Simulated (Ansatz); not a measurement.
Consider this model of amorphous hafnium silicate (Si24O50Hf).

```xyz
75
Lattice="10.3325 0.0000 0.0000 0.0000 10.3325 0.0000 0.0000 0.0000 10.3325" Properties=species:S:1:pos:R:3 pbc="T T T"
Si    10.0778     9.4857     5.4902
Si     7.2378     3.6168     7.6858
Si     5.2594     3.9129     3.1607
Si     6.1515     0.9051     7.0570
Si     7.1979     8.4623     5.7413
Si     6.9502    10.3055     9.7915
Si     0.5768     5.0618     3.0681
Si     1.3101     9.8320     8.1038
Si     3.4347     6.2334     9.8380
Si     1.8450     7.4779     1.9170
Si     3.4967     3.2632     9.7177
Si     0.9986     2.5370     1.1642
Si     6.0856     6.8845     3.2581
Si     5.0581     1.5566     1.0387
Si     7.9007     5.0867    10.1544
Si     8.7209     6.1705     7.4459
Si     2.4638     0.0953     2.2667
Si     4.3718     3.3041     7.0369
Si     9.8269     1.3445     9.2626
Si     8.0605     4.7815     2.8940
Si     2.6766     3.8038     4.8443
Si     0.8266     1.6799     6.4974
Si     2.4153     8.5649     4.3898
Si     6.0001     7.5161     0.3638
O      3.9450     4.7315    10.2670
O      6.9509     8.6918    10.0734
O      1.7314     9.0959     1.5868
O      4.8413     1.7865     6.5383
O     10.2499     6.3707     6.9477
O      3.6793     4.3565     5.9931
O      7.6039     6.3334     3.0646
O      3.1885     3.1868     8.1352
O      7.5834     3.7166     9.2944
O      0.5923     0.1373     9.3968
O      8.6052     8.9774     5.0730
O      2.3383     6.6825     0.6142
O      5.3353     2.9057     1.8905
O     10.2119     0.7855     5.4770
O      3.8617     0.5770     1.5708
O      6.6470     6.0345     0.2200
O      6.4769     9.8898     6.1771
O      8.3985     0.5710     9.3428
O      5.9404     0.2828     8.5500
O      6.4176     0.6866     0.8318
O      2.8311     7.4787     3.2308
O      9.4660     4.6414     3.7067
O      2.8662    10.0464     3.8265
O      8.7775     6.0318     9.1117
O      5.0627     5.5610     3.1909
O      7.6737     7.3777     6.9143
O      3.8399     3.2834     3.7874
O      1.6216     2.7483     5.5582
O      2.9078     7.9690     5.8015
O      4.6058     7.3734     9.8649
O      2.2050     8.5874     8.5270
O      0.2157     9.0502     7.0515
O      6.1634     7.7583     4.6569
O      9.9869     2.2733     0.2623
O     10.1983     2.1162     7.8111
O      1.9522     0.6663     7.1557
O      0.7635     8.6968     4.5017
O      7.3407     2.0765     7.1083
O      6.8890     3.8276     3.5825
O      4.6778     2.1770     9.9222
O      5.7199     7.8207     1.9621
O      8.1476     4.7171     6.8931
O      1.7328     4.9792     4.2339
O      5.6809     4.0964     7.5662
O      0.5463     6.5684     2.4147
O      2.1829     2.6973     0.0973
O      1.3587     1.3048     2.1819
O      0.9269     3.9278     1.9671
O      8.4231     4.5551     1.2892
O      2.7663     6.0206     8.3766
Hf     1.7405     7.1707     7.2027
```

These are PBE, scalar-relativistic without spin-orbit coupling (plane waves to 420 eV, PAW; Ansatz, a program for electronic structure) values and carry that method's errors.

The cell was made by melting and quenching with the CHGNet potential and then relaxed with DFT. O atoms were pushed apart under 1.9 Å during the dynamics, to hinder bonds among them. The hot cell started wider than the set density and was brought back towards it in steps. It is the lowest in DFT energy of 2 quenches. It is a model cell: composition and starting density were chosen by hand, and all elements were melted together. No dispersion term was used. Its density started from a set value of 2.44 and ended at 2.49 g/cm³. The quench (nominally 480 K/ps over its main leg) was far faster than any real one, so the model tends to hold more defects than a real film. A cell of this size samples the disorder only roughly. The volume was free in the relaxation, at fixed shape. Stress components on the final sampling reach 2.0 GPa.

Neighbours within Si-Si 2.60 Å, Si-O 1.90 Å, Si-Hf 2.89 Å, O-O 1.58 Å, O-Hf 2.65 Å, Hf-Hf 3.34 Å count as bonded. Two cations that share two anions don't count as bonded, nor two that share one unless they lie closer than Si-Si 2.38 Å, Si-Hf 2.81 Å, Hf-Hf 3.25 Å.

### Question
Give the coordination numbers, mean bond lengths and angles.

### Answer

```yaml
Mean coordination of Si by anions: 4.00 (24 with 4)
Mean coordination of O: 2.02 (49 with 2, 1 with 3)
Mean coordination of Hf by anions: 5.00 (1 with 5)
Mean Si-O bond: 1.641 Å (spread 0.022 Å, 96 counted)
Mean O-Hf bond: 2.071 Å (spread 0.179 Å, 5 counted)
Bond angle at Si: mean 109.5°, spread 6.2°
Bond angle at O: mean 133.6°, spread 15.8°
Bond angle at Hf: mean 102.9°, spread 23.8°
```

### Question
Which atoms depart from the most common coordination of their element?

### Answer
O56 has 3 (Si1 1.69 Å, Si8 1.71 Å, Hf75 2.42 Å).

### Question
List the pairs of like atoms that count as bonded by the rules above.

### Answer
There are none by these rules.
